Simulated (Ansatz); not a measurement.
The cell is built on a prototype and need not be the phase stable at ambient conditions.

The decay constant κ of evanescent states in the gap governs leakage through a thin film.

Consider the following.

```
CELL_PARAMETERS angstrom
      5.21169     0.00000     0.00000
      1.73723     7.02224     0.00000
      2.60584     0.00000     1.50449
ATOMIC_POSITIONS crystal
  Ga 0.59985 0.20045 0.00000
  Ga 0.40015 0.79955 0.00000
  O  0.00000 0.00000 0.00000
  O  0.76869 0.69392 0.00000
  O  0.23131 0.30608 0.00000
```

Space group of this cell: R-3m. The cell was relaxed by PBE-D3(BJ); by r2SCAN its mean pressure is -5.1 GPa.

Transport runs along the normal of the first two printed cell vectors.

No gap correction and no spin-orbit coupling; mid-gap values are interpolated between computed energies.

Predict the band gap and the smallest decay constant κ at mid-gap from r2SCAN (Ansatz, a program for electronic structure).

Gap 2.96 eV on a 20×20×20 mesh; κ = 0.260 1/Å, at the zone centre.
